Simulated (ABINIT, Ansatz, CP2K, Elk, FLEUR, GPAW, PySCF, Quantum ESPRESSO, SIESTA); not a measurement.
BP (F-43m, 2 atoms in the cell) computed with different codes at matched settings

Self-consistent single point.

```yaml
crystal:
  lattice:
    - [0.00000, 2.26607, 2.26607]
    - [2.26607, 0.00000, 2.26607]
    - [2.26607, 2.26607, 0.00000]
  atoms:
    - { symbol: B, position: [0.00000, 0.00000, 0.00000] }
    - { symbol: P, position: [0.25000, 0.25000, 0.25000] }
```

All programs got the same cell, k-point mesh and kind of occupations (some realise fixed ones as a very narrow smearing) (in Ansatz's words: kpoints.mp_grid.grid = 10 10 10; scf.occupations.method = fixed); potentials, basis and cutoffs are each program's usual ones.

| code | model | gap on the mesh (eV) | k-points | cutoff |
|---|---|---|---|---|
| PySCF | PBE, Gaussian basis gth-dzvp-molopt-sr, GTH pseudopotentials gth-pbe, FFT density fitting with multigrid | 1.300 | 1000 | grid 60 Ha |
| Elk | PBE, all-electron FP-LAPW, Elk's shipped species files, default APW+lo basis | 1.258 | 73 | default |
| FLEUR | PBE, all-electron FLAPW (FLEUR), scalar-relativistic valence | 1.242 | 47 | Kmax 4.4 1/bohr |
| CP2K | PBE, GPW, DZVP-MOLOPT-SR-GTH basis, GTH-PBE potentials (GTH_POTENTIALS) | 1.300 | 504 | grid 400 Ry |
| GPAW | PBE, GPAW PAW datasets PBE (gpaw-data 1.0.1) | 1.238 | 47 | 900 eV |
| Ansatz | PBE, PAW files | 1.238 | 47 | 420 eV |
| SIESTA | GGA PBE, numerical atomic orbitals DZP, PseudoDojo PBE standard norm-conserving potentials (rewritten from UPF to PSML) | 1.221 | 560 | grid 400 Ry |
| ABINIT | PBE, norm-conserving pseudopotentials (PseudoDojo nc-sr-05 PBE standard) | 1.247 | 47 | 38 Ha |
| Quantum ESPRESSO | PBE, PseudoDojo standard norm-conserving (PBE) pseudopotentials | 1.247 | 47 | 80 Ry |

Gaps are read on the mesh.

The spread over the programs that give each value: gap on the mesh within 0.079 eV.

The starting cell comes from a database of computed structures (which also holds hypothetical and non-ambient phases and stackings), without a prior relaxation at this level.

Question: Why do the programs differ, and what cannot be compared?

Answer: Differences of this kind can come from the potentials, where these differ, and from what each basis and cutoff leave unconverged. The zero of total energies and Fermi levels follows the potentials and each program's conventions, so they are not compared here. PySCF, CP2K and SIESTA use small atom-centred bases, whose incompleteness enters pressures, forces and empty levels differently from a plane-wave cutoff. Elk and FLEUR treat all electrons, but the usual bases taken here (sphere radii, linearisation, local orbitals, empty states) were not tested for convergence, so the values are no reference for the others. The programs reduce the same mesh by symmetry to different extents, which changes the work and not the result. In the pressure, SIESTA (by 2.74) lies more than 1 GPa from the median of the plane-wave programs.

Ansatz is a quantum-chemistry and plane-wave program.

Keys are those of Ansatz 0.2.
